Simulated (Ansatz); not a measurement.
Ba2CuO2Br (R-3m, No. 166, 6 atoms in the cell; start COD 2002478), treated with LDA in Ansatz (plane waves, PAW).

Settings: plane-wave cutoff 520 eV, 10×10×10 k mesh, Fermi–Dirac smearing 0.01 eV, no spin polarisation, scalar-relativistic PAW data made under PBE.

Cell (relaxed at this level):

Ba2CuBrO2 has the trigonal space group R-3m, hexagonal axes (No. 166), Pearson symbol hR6. Conventional cell: a = b = 4.209 Å, c = 28.513 Å, α = β = 90.00°, γ = 120.00°. Ba on 6c is surrounded by 3 O at 2.522 Å and 3 Br at 3.355 Å. Cu on 3b sees 2 O at 1.762 Å (linear). Br on 3a has 6 Ba at 3.355 Å (octahedral). O on 6c has 1 Cu at 1.762 Å and 3 Ba at 2.522 Å (tetrahedral). (Neighbours: up to the widest gap in distance over summed covalent radii, below 1.35, at either atom; cation-cation and far metal-metal contacts left out.)
(The calculation used a cell of 6 atoms; values per cell refer to that cell.)

Estimate the band gap, Γ–Γ gap and bulk modulus that the calculation returns.


band gap: 2.19 eV (on the SCF k mesh)
Γ–Γ gap: 2.83 eV
bulk modulus: 52.5 GPa

Note: the relaxation could not lower the start's symmetry, so the cell can be a saddle point above a distorted one; the bulk modulus is −V dP/dV from two relaxed cells at ±2 % in volume.

Spin–orbit coupling is not included.

The computed numbers hold no vibrational or temperature effects.

Ansatz is an electronic-structure program.
